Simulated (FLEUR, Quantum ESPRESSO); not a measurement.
A Quantum ESPRESSO input for a self-consistent single point of K3Al (Pm-3m, 4 atoms in the cell) (DFT, PBEsol, plane waves, PseudoDojo standard norm-conserving (PBESOL) pseudopotentials):

```fortran
&control
    calculation = 'scf'
    prefix = 'K3Al'
    outdir = './out'
    pseudo_dir = './'
    tprnfor = .true.
    tstress = .true.
/
&system
    ibrav = 1
    celldm(1) = 10.6891092123
    nat = 4
    ntyp = 2
    ecutwfc = 75
    occupations = 'smearing'
    smearing = 'fd'
    degauss = 0.0036749
/
&electrons
    conv_thr = 1e-10
    mixing_beta = 0.3
/
ATOMIC_SPECIES
K     39.0983  K.upf
Al    26.9815  Al.upf
ATOMIC_POSITIONS alat
K     0.0000000000    0.5000000000    0.5000000000
K     0.5000000000    0.0000000000    0.5000000000
K     0.5000000000    0.5000000000    0.0000000000
Al    0.0000000000    0.0000000000    0.0000000000
K_POINTS automatic
5 5 5  0 0 0
```

Problem. Write the same calculation as an input for FLEUR.

Solution. One input that does it (others would too):

Input of the input generator:

```
scf K3Al
&input film=f /
10.6891092123 0.0000000000 0.0000000000
0.0000000000 10.6891092123 0.0000000000
0.0000000000 0.0000000000 10.6891092123
1.0
1.0 1.0 1.0

4
19 0.0000000000 0.5000000000 0.5000000000
19 0.5000000000 0.0000000000 0.5000000000
19 0.5000000000 0.5000000000 0.0000000000
13 0.0000000000 0.0000000000 0.0000000000

&comp jspins=1 /
&exco xctyp='PBEs' /
&kpt div1=5 div2=5 div3=5 /
&end /
```

```xml
<?xml version="1.0" encoding="UTF-8" standalone="no"?>
<fleurInput fleurInputVersion="0.39">
   <comment>
      scf K3Al                                                                                            
   </comment>
   <calculationSetup>
      <cutoffs Kmax="3.8" Gmax="15.2" GmaxXC="15.2" numbands="0"/>
      <scfLoop itmax="60" minDistance="0.00001" maxIterBroyd="15" imix="Anderson" alpha="0.05" precondParam="0.0" spinf="2.0"/>
      <coreElectrons ctail="T" frcor="F" kcrel="0" coretail_lmax="0"/>
      <xcFunctional name="PBEs" relativisticCorrections="F"/>
      <magnetism jspins="1"/>
      <soc l_soc="F" theta="0.0" phi="0.0" spav="F"/>
      <expertModes spex="0" secvar="F"/>
      <geometryOptimization l_f="T" forcealpha="1.0" forcemix="BFGS" epsdisp="0.00001" epsforce="0.00001"/>
      <ldaU l_linMix="F" mixParam="0.05" spinf="1.0"/>
   </calculationSetup>
   <cell>
      <bzIntegration valenceElectrons="30.0" mode="hist" fermiSmearingEnergy="0.00183747">
         <kPointListSelection listName="default-1"/>
         <!-- k-points included here -->
         <xi:include xmlns:xi="http://www.w3.org/2001/XInclude" href="kpts.xml"> </xi:include>
      </bzIntegration>
      <!-- symmetry operations included here -->
      <xi:include xmlns:xi="http://www.w3.org/2001/XInclude" href="sym.xml"> </xi:include>
      <bulkLattice scale="1.0">
         <bravaisMatrix>
            <row-1>   10.6891092123000000     0.0000000000000000     0.0000000000000000</row-1>
            <row-2>    0.0000000000000000    10.6891092123000000     0.0000000000000000</row-2>
            <row-3>    0.0000000000000000     0.0000000000000000    10.6891092123000000</row-3>
         </bravaisMatrix>
      </bulkLattice>
   </cell>
   <atomSpecies>
      <species name="Potassium (K)" element="K" atomicNumber="19">
         <mtSphere radius="2.68" gridPoints="925" logIncrement="0.013"/>
         <atomicCutoffs lmax="10" lnonsphr="8"/>
         <electronConfig flipSpins="F">
            <coreConfig>(1s1/2) (2s1/2) (2p1/2) (2p3/2)</coreConfig>
            <valenceConfig>(3s1/2) (3p1/2) (3p3/2) (4s1/2)</valenceConfig>
            <stateOccupation state="(4s1/2)" spinUp="0.5" spinDown="0.5"/>
         </electronConfig>
         <energyParameters s="4" p="4" d="3" f="4"/>
         <lo type="SCLO" l="0" n="3" eDeriv="0"/>
         <lo type="SCLO" l="1" n="3" eDeriv="0"/>
      </species>
      <species name="Aluminum (Al)" element="Al" atomicNumber="13">
         <mtSphere radius="2.68" gridPoints="925" logIncrement="0.013"/>
         <atomicCutoffs lmax="10" lnonsphr="8"/>
         <electronConfig flipSpins="F">
            <coreConfig>(1s1/2) (2s1/2) (2p1/2) (2p3/2)</coreConfig>
            <valenceConfig>(3s1/2) (3p1/2) (3p3/2)</valenceConfig>
            <stateOccupation state="(3p1/2)" spinUp="0.1666666666667" spinDown="0.1666666666667"/>
            <stateOccupation state="(3p3/2)" spinUp="0.3333333333333" spinDown="0.3333333333333"/>
         </electronConfig>
         <energyParameters s="3" p="3" d="3" f="4"/>
      </species>
   </atomSpecies>
   <atomGroups>
      <atomGroup species="Potassium (K)">
         <relPos label="                   1">.0000000000 1.000/2.000 1.000/2.000</relPos>
         <relPos label="                   2">1.000/2.000 .0000000000 1.000/2.000</relPos>
         <relPos label="                   3">1.000/2.000 1.000/2.000 .0000000000</relPos>
         <force calculate="T" relaxXYZ="TTT"/>
      </atomGroup>
      <atomGroup species="Aluminum (Al)">
         <relPos label="                   4">.0000000000 .0000000000 .0000000000</relPos>
         <force calculate="T" relaxXYZ="TTT"/>
      </atomGroup>
   </atomGroups>
   <output dos="F" band="F" slice="F">
      <checks vchk="F" cdinf="F"/>
      <bandDOS minEnergy="-.5*Htr" maxEnergy="0.5*Htr" sigma="0.015" storeEVData="T"/>
      <vacuumDOS vacdos="F" integ="F" star="F" nstars="0" locx1="0.0" locy1="0.0" locx2="0.0" locy2="0.0" nstm="0" tworkf="0.0"/>
      <unfoldingBand unfoldBand="F" supercellX="1" supercellY="1" supercellZ="1"/>
      <plotting iplot="0" polar="F">
         <plot TwoD="T" vec1="  1.0  0.0  0.0" vec2="  0.0  1.0  0.0" vec3="  0.0  0.0  1.0" zero="  0.0  0.0  0.0" file="plot"/>
      </plotting>
      <chargeDensitySlicing numkpt="0" minEigenval="0.0" maxEigenval="0.0" nnne="0" pallst="F"/>
      <specialOutput eonly="F"/>
      <magneticCircularDichroism mcd="F" energyLo="-10.0" energyUp="0.0"/>
   </output>
  <!-- We include the file relax.xml here to enable relaxations (see documentation) -->
  <xi:include xmlns:xi="http://www.w3.org/2001/XInclude" href="relax.xml"> <xi:fallback/> </xi:include>
</fleurInput>
```

Basis settings and potentials, where a program has them, do not carry over. This input uses DFT, PBEsol, all-electron FLAPW (FLEUR), scalar-relativistic valence.

The starting cell comes from a database of computed structures (which also holds hypothetical and non-ambient phases and stackings), without a prior relaxation at this level. For this run, on top of that: lattice scaled by 0.98.
